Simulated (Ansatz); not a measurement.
## Short convergence ladders for Zr2Au (I4mm, 3 atoms in the cell)

```xyz
3
Lattice="-1.6551 1.6551 5.8430 1.6551 -1.6551 5.8430 1.6551 1.6551 -5.8430" Properties=species:S:1:pos:R:3 pbc="T T T"
Zr     0.0000     0.0000     7.7592
Zr     0.0000     0.0000     3.9767
Au     0.0000     0.0000     0.0000
```

Base method: PBEsol, default PAW files made with PBE (plane waves; Ansatz, a quantum-chemistry and plane-wave program).

Base settings: basis.ecutwfc = 420 eV; kpoints.mp_grid.grid = 12 12 12; hamiltonian.xc = pbesol; hamiltonian.pseudopotentials = {kind: paw} (the program's default PAW files); scf.occupations.method = fermi_dirac; scf.occupations.width = 0.1 eV.

The count of work is k-points × plane waves × bands × iterations; it is no time. Core times come from one kind of shared machine, to one figure; runs under 30 s give none.

**The k-point mesh at a smearing width of 0.02 eV**

In this ladder: scf.occupations.width = 0.02 eV.

Only quantities that move along the ladder and can be compared are tabulated.

```csv
kpoints.mp_grid.grid,free energy less the last step's (meV/atom),pressure (GPa),largest difference of a force vector from the last step's (eV/Å),count of work / last,core time / last (rough)
5 5 5,14.91,-4.50,0.197,0.014,–
6 6 6,0.04,-4.83,0.027,0.020,–
7 7 7,2.24,-4.86,0.024,0.027,–
9 9 9,0.14,-4.92,0.019,0.051,–
10 10 10,0.60,-4.85,0.007,0.069,–
15 15 15,-0.14,-4.88,0.003,0.20,0.3
22 22 22,0.00,-4.89,0.001,0.57,0.6
27 27 27,0.00,-4.89,0.000,1.0,1
```

Coarsest kpoints.mp_grid.grid that holds the free energy within 2 meV/atom of the last step, with all finer ones: 9 9 9, at 0.051 of the last step's count of work; the step before is off by 2.2 meV/atom.

Coarsest kpoints.mp_grid.grid that holds the pressure within 0.2 GPa of the last step, with all finer ones: 6 6 6, at 0.020 of the last step's count of work; the step before is off by 0.39 GPa.

Coarsest kpoints.mp_grid.grid that holds the forces within 0.01 eV/Å of the last step, with all finer ones: 10 10 10, at 0.069 of the last step's count of work; the step before is off by 0.019 eV/Å.

**The width of Fermi-Dirac smearing**

In this ladder: kpoints.mp_grid.grid = 20 20 20.

Narrow widths need finer meshes than wide ones, so the last steps can hold mesh noise.

Only quantities that move along the ladder and can be compared are tabulated; pressure and forces are left out, as mesh noise rules them at narrow widths.

```csv
scf.occupations.width,free energy less the last step's (meV/atom),energy extrapolated to zero width less the last step's (meV/atom),core time / last (rough)
1 eV,-1523.70,-29.99,2
0.5 eV,-361.14,36.40,1
0.3 eV,-110.71,20.45,1
0.2 eV,-40.89,8.29,1
0.1 eV,-6.61,0.99,1.0
0.05 eV,0.00,0.00,1
```

Widest scf.occupations.width that holds the free energy within 5 meV/atom: not settled: the last two steps still differ by 6.6 meV/atom, over half the tolerance, so the ladder does not show it.

Widest scf.occupations.width that holds the energy extrapolated to zero width within 2 meV/atom of the last step, with all finer ones: 0.1 eV; the step before is off by 8.3 meV/atom.

The extrapolation to zero width removes most of the smearing's effect on the energy.

**The width of cold smearing**

In this ladder: kpoints.mp_grid.grid = 20 20 20; scf.occupations.method = cold.

Narrow widths need finer meshes than wide ones, so the last steps can hold mesh noise.

Only quantities that move along the ladder and can be compared are tabulated; pressure and forces are left out, as mesh noise rules them at narrow widths.

```tsv
scf.occupations.width	free energy less the last step's (meV/atom)	core time / last (rough)
1 eV	38.81	0.7
0.5 eV	9.32	0.7
0.3 eV	0.37	0.7
0.2 eV	-0.30	0.7
0.1 eV	0.00	1
```

Widest scf.occupations.width that holds the free energy within 1 meV/atom of the last step, with all finer ones: 0.3 eV; the step before is off by 9.3 meV/atom.

On the base run: the starting cell comes from a database of computed structures (which also holds hypothetical and non-ambient phases and stackings), without a prior relaxation at this level. Its lattice was rescaled by up to half a per cent. One atom was moved a little off its site on purpose. In the base run, with a pressure of about -5 GPa the cell is away from its equilibrium volume at this level. Ansatz's pressure includes its estimate of the finite-basis (Pulay) stress.

Left out of this page: 4 runs of the series outside the window shown, repeating another row's setting, or not comparable.

Keys are those of Ansatz 0.2.
